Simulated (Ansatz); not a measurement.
**Response to strain in PbTe**

The reference is PbTe in the rock salt structure (space group Fm-3m, No. 225).

```yaml
crystal:
  lattice:
    - [0.00000, 3.22104, 3.22104]
    - [3.22104, 0.00000, 3.22104]
    - [3.22104, 3.22104, 0.00000]
  atoms:
    - { symbol: Te, position: [0.50000, 0.50000, 0.50000] }
    - { symbol: Pb, position: [0.00000, 0.00000, 0.00000] }
```

Strains are applied to the cell and any free atomic positions relax.

Computed with plane-wave PAW DFT at the PBEsol level (Ansatz, a quantum-chemistry and plane-wave program, 420 eV), no SOC.

Candidates:
(a) isotropic strain +2.50 %
(b) isotropic strain −0.50 %
(c) isotropic strain +0.50 %
(d) isotropic strain +3.00 %
(e) isotropic strain −2.50 %

For the base:

The band gap comes out as 0.65 eV.

### Question
Order them by band gap, lowest first.

### Answer
(e) isotropic strain −2.50 % (0.46 eV), (b) isotropic strain −0.50 % (0.61 eV), (c) isotropic strain +0.50 % (0.68 eV), (a) isotropic strain +2.50 % (0.79 eV), (d) isotropic strain +3.00 % (0.81 eV)

Spin-orbit coupling, missing from the scalar runs, can matter with Pb and Te. No phonon test of stability was made.
